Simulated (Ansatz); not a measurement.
# Several settings converged on CuPd (P4mm, 2 atoms in the cell)

```yaml
crystal:
  lattice:
    - [2.96552, 0.00000, 0.00000]
    - [0.00000, 2.96552, 0.00000]
    - [0.00000, 0.00000, 2.96552]
  atoms:
    - { symbol: Cu, position: [0.00000, 0.00000, 0.01686] }
    - { symbol: Pd, position: [0.50000, 0.50000, 0.50000] }
```

Base method: PBEsol, default PAW files made with PBE (plane waves; Ansatz, an electronic-structure program).

Base settings: basis.ecutwfc = 420 eV; kpoints.mp_grid.grid = 11 11 11; hamiltonian.xc = pbesol; hamiltonian.pseudopotentials = {kind: paw} (the program's default PAW files); scf.occupations.method = gaussian; scf.occupations.width = 0.1 eV.

The count of work is k-points × plane waves × bands × iterations; it is no time. 

**The width of Fermi-Dirac smearing**

In this ladder: kpoints.mp_grid.grid = 18 18 18; scf.occupations.method = fermi_dirac.

Narrow widths need finer meshes than wide ones, so the last steps can hold mesh noise.

Only quantities that move along the ladder and can be compared are tabulated; pressure and forces are left out, as mesh noise rules them at narrow widths.

```tsv
scf.occupations.width	free energy less the last step's (meV/atom)	energy extrapolated to zero width less the last step's (meV/atom)
1 eV	-1100.85	-22.81
0.5 eV	-274.40	-0.09
0.3 eV	-98.17	-3.43
0.2 eV	-43.55	-2.71
0.1 eV	-9.39	-0.69
0.05 eV	0.00	0.00
```

Widest scf.occupations.width that holds the free energy within 5 meV/atom: not settled: the last two steps still differ by 9.4 meV/atom, over half the tolerance, so the ladder does not show it.

Widest scf.occupations.width that holds the energy extrapolated to zero width within 2 meV/atom of the last step, with all finer ones: 0.1 eV; the step before is off by 2.7 meV/atom.

The extrapolation to zero width removes most of the smearing's effect on the energy.

**The width of Methfessel-Paxton smearing**

In this ladder: kpoints.mp_grid.grid = 18 18 18; scf.occupations.method = methfessel_paxton.

Narrow widths need finer meshes than wide ones, so the last steps can hold mesh noise.

Only quantities that move along the ladder and can be compared are tabulated; pressure and forces are left out, as mesh noise rules them at narrow widths.

```csv
scf.occupations.width,free energy less the last step's (meV/atom)
0.5 eV,7.00
0.3 eV,2.45
0.2 eV,0.69
0.1 eV,0.03
0.05 eV,0.00
```

Widest scf.occupations.width that holds the free energy within 0.5 meV/atom of the last step, with all finer ones: 0.1 eV; the step before is off by 0.69 meV/atom.

**The mesh under tetrahedron occupations**

In this ladder: scf.occupations.method = tetrahedron; scf.occupations.width = default.

Only quantities that move along the ladder and can be compared are tabulated.

| kpoints.mp_grid.grid | free energy less the last step's (meV/atom) | pressure (GPa) | largest difference of a force vector from the last step's (eV/Å) | count of work / last |
|---|---|---|---|---|
| 5 5 5 | -30.78 | -1.44 | 0.010 | 0.013 |
| 6 6 6 | -11.57 | -0.21 | 0.004 | 0.027 |
| 7 7 7 | -6.45 | -0.85 | 0.003 | 0.031 |
| 9 9 9 | -1.70 | -0.48 | 0.007 | 0.051 |
| 11 11 11 | 0.13 | -0.34 | 0.005 | 0.098 |
| 13 13 13 | -0.74 | -0.38 | 0.005 | 0.13 |
| 17 17 17 | -0.52 | -0.45 | 0.002 | 0.28 |
| 21 21 21 | -0.11 | -0.48 | 0.001 | 0.49 |
| 26 26 26 | 0.00 | -0.48 | 0.000 | 1.0 |

Coarsest kpoints.mp_grid.grid that holds the pressure within 0.2 GPa of the last step, with all finer ones: 9 9 9, at 0.051 of the last step's count of work; the step before is off by 0.37 GPa.

Coarsest kpoints.mp_grid.grid that holds the free energy within 2 meV/atom of the last step, with all finer ones: 9 9 9, at 0.051 of the last step's count of work; the step before is off by 6.4 meV/atom.

On the base run: the starting cell comes from a database of computed structures (which also holds hypothetical and non-ambient phases and stackings), without a prior relaxation at this level. Its lattice was rescaled by up to half a per cent. One atom was moved a little off its site on purpose. Spin polarisation is off. Ansatz's pressure includes its estimate of the finite-basis (Pulay) stress.

Left out of this page: 4 runs of the series outside the window shown, repeating another row's setting, or not comparable; 1 run of the series unsound by tests on forces, stress, charge or solver warnings.

Keys are those of Ansatz 0.2.
